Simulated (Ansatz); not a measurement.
## SnSe in the zinc blende structure (space group F-43m, No. 216; a hypothetical phase, not in the database extracts checked)

```
CELL_PARAMETERS angstrom
      0.00000     3.32833     3.32833
      3.32833     0.00000     3.32833
      3.32833     3.32833     0.00000
ATOMIC_POSITIONS crystal
  Se 0.75000 0.75000 0.75000
  Sn 0.00000 0.00000 0.00000
```

Calculations: PBEsol/PAW in Ansatz (a first-principles code), no SOC. Settings: 12×12×12 k-points, 0.05 eV Fermi–Dirac smearing.

```json
{
 "volume_per_atom": "36.87 Å³",
 "density": "4.45 g/cm³",
 "band_gap": "zero",
 "total_energy": "-5687.097 eV/atom (σ→0; compares only within this code and set-up)"
}
```

No phonon test of stability was made. The final runs are not spin-polarised. A zero or small gap of SnSe can be the functional's error rather than a property of the material.
